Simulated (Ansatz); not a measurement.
# Effect of tensor shear ε_xy = +0.86 % on Cu

The parent structure is Cu in the fcc (Cu type) structure (space group Fm-3m, No. 225; a = 3.5638 Å; relaxed with 0.1 eV smearing). Axes: x, y, z lie along the cube axes.

Modification: tensor shear ε_xy = +0.86 % (engineering shear γ = 0.0172), atoms relaxed at fixed cell.

Level of theory: DFT with PBEsol, PAW potentials and a 420 eV plane-wave cutoff in Ansatz (an electronic-structure program), no spin-orbit coupling. k-mesh 32×32×32 (Γ-centred); smearing 0.1 eV (Fermi–Dirac).

```tsv
quantity	base	changed	shift
volume per atom	11.32 Å³	11.31 Å³	-0.001 Å³
space group	Fm-3m (No. 225)	Immm (No. 71)	–
shortest interatomic distance	2.520 Å	2.498 Å	-0.022 Å
energy relative to the base (free energy F)	0 meV/atom	+1.0 meV/atom	+1.0 meV/atom
pressure (mean of the normal stresses, compression positive)	0.0 GPa	0.0 GPa	+0.06 GPa
band gap	zero	zero	–
stress (xx, yy, zz, yz, xz, xy; compression positive)	–	(0.1, 0.1, 0.0, 0.0, 0.0, -1.6) GPa	–
```

The cells carry an imposed strain or load. No phonon test of stability was made. All final runs are without spin polarisation.
